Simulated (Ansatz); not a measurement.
## Ansatz run on HfAu (P4mm, 4 atoms in the cell): self-consistent single point

Method of the run: LDA (PW92), default PAW files made with PBE (plane waves; Ansatz, an electronic-structure program).

Input as run:

Ansatz 0.2 input:
```yaml
crystal:
  lattice:
    - [3.46644100, 0.00000000, 0.00000000]
    - [0.00000000, 3.46644100, 0.00000000]
    - [0.00000000, 0.00000000, 6.28891700]
  atoms:
    - { symbol: Hf, position: [0.00000000, 0.50000000, 0.85953000] }
    - { symbol: Hf, position: [0.50000000, 0.00000000, 0.14842000] }
    - { symbol: Au, position: [0.00000000, 0.50000000, 0.37143000] }
    - { symbol: Au, position: [0.50000000, 0.00000000, 0.62857000] }
basis:
  ecutwfc: 420.0
kpoints:
  mp_grid: { grid: [10, 10, 5] }
hamiltonian:
  xc: lda
  pseudopotentials: { kind: paw }
scf:
  occupations: { method: fermi_dirac, width: 0.1 }
output:
  forces: true
  eigenvalues: true
  stress: true
```

The program printed (abridged):

```
WARN ansatz: RAYON_NUM_THREADS=1 ignored (pool sized by the plan → 1); use --threads N
Pseudopotentials: kind: paw
Pseudopotential: Hf, paw, valence charge 26
Pseudopotential: Au, paw, valence charge 19
Crystal: 4 atoms, lattice volume = 75.569 Å³
Basis set: ecut = 420 eV, 1457 PW (Γ)
Bands: 54, of which v1, the nominal top of the filled ones, is band 45 counted from 1 (44 counted from 0)
Symmetry: 8 space group operations
Space group: P4mm (ITA 99), of the structure as read, at distance tolerance 4.2e-5 Å
k-points: 63 of 500 (time reversal used)
PAW frozen core: Hf, regenerated for the run's functional, and the local potential with it
PAW frozen core: Au, regenerated for the run's functional, and the local potential with it
Initial density: superposition of atomic densities (neutral atoms: chi_scale 0, normalization atom), corrected by the library's trained network
Initial wavefunctions: pseudopotential atomic-orbital guess
Eigensolver: davidson
Functional: x = slater, c = lda
SCF iter   1: F=—  HF=-56685.971343 eV  |F-HF|=—  |Δ(HF+E_count)|=         —  Δρ=8.12e-3  dr2=5.98e-2  ethr=1.77e-3  ⟨swp⟩=5.3  Hψ=10288  notcnv=0  defer=6
all-band conjugate gradients solve this SCF's bands
preconditioner: auto → Kerker (q_TF=auto, 2.809 Å⁻¹)
SCF iter   2: F=—  HF=-56685.963233 eV  |F-HF|=—  |Δ(HF+E_count)|=   8.11e-3  Δρ=3.65e-3  dr2=8.70e-3  ethr=6.64e-5  ⟨swp⟩=2.1  Hψ=4834  notcnv=0  defer=9
SCF iter   3: F=—  HF=-56685.962172 eV  |F-HF|=—  |Δ(HF+E_count)|=   1.06e-3  Δρ=1.32e-3  dr2=1.36e-3  ethr=9.67e-6  ⟨swp⟩=2.1  Hψ=4630  notcnv=0  defer=10
SCF iter   4: F=—  HF=-56685.962017 eV  |F-HF|=—  |Δ(HF+E_count)|=   1.55e-4  Δρ=5.39e-4  dr2=2.32e-4  ethr=1.51e-6  ⟨swp⟩=2.1  Hψ=5554  notcnv=0  defer=10
SCF iter   5: F=—  HF=-56685.961953 eV  |F-HF|=—  |Δ(HF+E_count)|=   6.41e-5  Δρ=1.84e-4  dr2=3.30e-5  ethr=2.58e-7  ⟨swp⟩=2.0  Hψ=5890  notcnv=0  defer=10
SCF iter   6: F=—  HF=-56685.961969 eV  |F-HF|=—  |Δ(HF+E_count)|=   1.67e-5  Δρ=4.17e-5  dr2=2.87e-6  ethr=3.66e-8  ⟨swp⟩=2.0  Hψ=4268  notcnv=0  defer=10
SCF iter   7: F=—  HF=-56685.961969 eV  |F-HF|=—  |Δ(HF+E_count)|=   3.52e-7  Δρ=1.09e-5  dr2=1.37e-7  ethr=3.19e-9  ⟨swp⟩=2.0  Hψ=3947  notcnv=0  defer=10
SCF iter   8: F=-56685.961969 eV  HF=-56685.961969 eV  |F-HF|=3.39e-8  |Δ(HF+E_count)|=   1.67e-8  Δρ=3.34e-6  dr2=1.08e-8  ethr=1.11e-10  ⟨swp⟩=6.4  Hψ=12893  notcnv=0
SCF 1 converged in 8 iterations: F = -56685.961969 eV  dr2 = 1.08e-8
SCF converged after 8 iterations
Free energy (F): -56685.961969 eV
Harris-Foulkes:  -56685.961969 eV  (|F-HF|=3.39e-8)
Internal energy: -56685.897040 eV  (E = F + TS)
E sigma→0 (E₀):  -56685.929505 eV
Entropy (-TS):   -0.064928 eV (-16.232 meV/atom)
Fermi energy:    20.977970 eV
--- Per-component energies (eV) ---
  E_band       = -306.116528
  E_kinetic    = 2058.605363
  E_local      = -13320.278715  (includes V_loc(G=0)·N_el)
  E_nonlocal   = -2309.279959
  E_hartree    = 6126.137571
  E_xc         = -1051.101108
  E_vxc        = -1086.522240  (∫ρ·V_xc dr)
  E_paw        = -32214.979516  (= ΣΔE_a)
  E_vpaw       = 2099.081745  (= ΣTr[D̂ρ^β])
  E_aug_tail   = 0.002588  (compensation charges beyond the density's cutoff)
  E_ewald      = -15980.963185
  E_core_change = 5.959921  (= ΣΔE_core)
  E_smearing   = -0.064928  (= −TS)
  E_closure    = -0.000000  (closes the sum)
  Σ components = -56685.961969   (vs F -56685.961969, Δ=0.00e0)
--- Forces (eV/Å), atoms counted from 1 ---
  atom   1  Hf    -0.00000000    -0.00000000    -0.56992933
  atom   2  Hf     0.00000000     0.00000000     0.30383169
  atom   3  Au     0.00000000     0.00000000     0.13421546
  atom   4  Au     0.00000000    -0.00000000     0.13202744
  max |Σ_I F_I| component: 1.45e-4 eV/Å
--- Stress (GPa, compression-positive) ---
       -4.910740       0.000000      -0.000000
        0.000000      -4.910740       0.000000
       -0.000000       0.000000      -5.038453
  P = ⅓ Tr σ = -4.9533 GPa (-49.533 kbar)
  The stress holds the Pulay correction. Without it, at fixed plane waves, as pw.x and ABINIT print it: P = -4.9897 GPa
--- Band table (eV; the first three rows and the last of 63) ---
  k-point 0: bands = ["-85.4864", "-85.4388", "-40.9320", "-40.8641", "-36.7964", "-36.7775", "-36.7775", "-36.7380", "-36.7011", "-36.7011", "-9.8061", "-9.6176", "-9.6176", "-9.4725", "-9.3245", "-9.3245", "9.0548", "9.0561", "9.0623", "9.0632", [...]
  k-point 1: bands = ["-85.4864", "-85.4388", "-40.9322", "-40.8639", "-36.7965", "-36.7775", "-36.7775", "-36.7379", "-36.7011", "-36.7011", "-9.8051", "-9.6178", "-9.6178", "-9.4752", "-9.3243", "-9.3243", "9.0551", "9.0553", "9.0625", "9.0625", [...]
  k-point 2: bands = ["-85.4864", "-85.4388", "-40.9325", "-40.8637", "-36.7966", "-36.7775", "-36.7775", "-36.7377", "-36.7011", "-36.7011", "-9.8034", "-9.6182", "-9.6182", "-9.4795", "-9.3239", "-9.3239", "9.0540", "9.0558", "9.0615", "9.0615", [...]
  k-point 62: bands = ["-85.4859", "-85.4386", "-40.8951", "-40.8760", "-36.7936", "-36.7936", "-36.7851", "-36.7475", "-36.7056", "-36.7056", "-9.8448", "-9.8448", "-9.6138", "-9.5998", "-9.4229", "-9.4229", "9.0614", "9.0614", "9.0616", "9.0625", [...]
```

The run converged in 8 iterations.

The starting cell comes from a database of computed structures (which also holds hypothetical and non-ambient phases and stackings), without a prior relaxation at this level. Its lattice was rescaled by up to half a per cent. One atom was moved a little off its site on purpose. Spin-orbit coupling is off. With a pressure of about -5 GPa the cell is away from its equilibrium volume at this level. Ansatz's pressure includes its estimate of the finite-basis (Pulay) stress.
